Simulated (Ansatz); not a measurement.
Consider O vacancy in monoclinic ZrO2 with all lengths changed by -1 %, charge state +2. Level of theory: PBE, PAW (plane waves to 420 eV; Ansatz, a quantum-chemistry and plane-wave program).

96-site cell at the strained lattice (strain from the relaxed PBE one, atoms relaxed), the Γ point alone, smearing 0.01 eV, spin-restricted, no finite-size correction. Static, classical nuclei. The charge state is imposed; whether it is stable for some Fermi level was not computed. Forms of the defect that were not tried may lie lower.

Barriers: single points on a 2×2×2 k-point mesh shifted by half a step at the bands' geometries.

The step: a nearby O atom hops onto the vacant site. Atoms about the jump, Cartesian Å from the middle of the jump, before and after:

```csv
atom,x0,y0,z0,x1,y1,z1
O1,-0.26,-1.15,-0.46,0.26,1.15,0.46
Zr2,-1.69,0.11,0.25,-1.60,0.35,0.40
O3,2.02,-0.91,1.31,2.09,-0.97,1.27
O4,-0.72,-0.37,2.06,-0.64,-0.66,1.98
Zr5,1.41,-2.39,-0.13,1.63,-2.49,-0.08
O6,2.50,-0.84,-1.33,2.50,-0.87,-1.32
Zr7,1.01,0.54,2.63,0.99,0.59,2.47
O8,0.57,1.93,-1.81,0.69,2.17,-2.06
O9,0.19,-0.52,-3.11,0.14,-0.49,-2.98
O10,2.22,1.73,1.39,2.53,1.73,1.50
O11,-2.68,-0.89,-1.35,-2.28,-0.87,-1.22
O12,-2.15,1.63,-1.10,-2.15,1.71,-1.12
Zr13,1.88,0.63,-2.76,1.86,0.63,-2.75
Zr14,1.53,2.94,-0.23,1.43,2.78,-0.14
Zr15,-1.04,-1.95,-2.34,-1.07,-2.06,-2.46
O16,3.04,1.70,-1.14,3.01,1.66,-1.13
Zr17,3.63,0.19,0.28,3.67,0.21,0.29
O18,0.65,-3.07,-2.02,0.66,-2.97,-1.89
O19,-2.57,1.73,1.49,-2.57,1.75,1.51
O20,-3.12,-0.94,1.27,-3.11,-0.90,1.31
O21,-0.33,3.75,-0.29,-0.29,3.88,-0.40
O22,0.23,-3.90,0.57,0.20,-3.75,0.63
O23,-0.20,2.11,3.15,-0.25,2.05,3.18
```

Task: Give the saddle-point geometry and the barrier.

Result: 
```json
[
 {"atom": "O1", "x": "0.26", "y": "-0.01", "z": "-0.09"},
 {"atom": "Zr2", "x": "-1.61", "y": "0.25", "z": "0.31"},
 {"atom": "O3", "x": "2.14", "y": "-0.97", "z": "1.37"},
 {"atom": "O4", "x": "-0.81", "y": "-0.42", "z": "2.24"},
 {"atom": "Zr5", "x": "1.54", "y": "-2.36", "z": "-0.08"},
 {"atom": "O6", "x": "2.57", "y": "-0.86", "z": "-1.33"},
 {"atom": "Zr7", "x": "0.97", "y": "0.50", "z": "2.53"},
 {"atom": "O8", "x": "0.70", "y": "2.18", "z": "-2.05"},
 {"atom": "O9", "x": "0.12", "y": "-0.47", "z": "-3.03"},
 {"atom": "O10", "x": "2.30", "y": "1.73", "z": "1.41"},
 {"atom": "O11", "x": "-2.44", "y": "-0.89", "z": "-1.29"},
 {"atom": "O12", "x": "-2.15", "y": "1.69", "z": "-1.13"},
 {"atom": "Zr13", "x": "1.84", "y": "0.61", "z": "-2.73"},
 {"atom": "Zr14", "x": "1.50", "y": "2.89", "z": "-0.22"},
 {"atom": "Zr15", "x": "-1.09", "y": "-2.02", "z": "-2.46"},
 {"atom": "O16", "x": "3.03", "y": "1.67", "z": "-1.14"},
 {"atom": "Zr17", "x": "3.67", "y": "0.20", "z": "0.30"},
 {"atom": "O18", "x": "0.65", "y": "-2.93", "z": "-1.93"},
 {"atom": "O19", "x": "-2.55", "y": "1.77", "z": "1.48"},
 {"atom": "O20", "x": "-3.11", "y": "-0.95", "z": "1.29"},
 {"atom": "O21", "x": "-0.35", "y": "3.73", "z": "-0.29"},
 {"atom": "O22", "x": "0.19", "y": "-3.74", "z": "0.59"},
 {"atom": "O23", "x": "-0.18", "y": "2.13", "z": "3.09"}
]
```
It lies 1.11 eV above the start and 1.11 eV above the end. The saddle point's order was not checked.
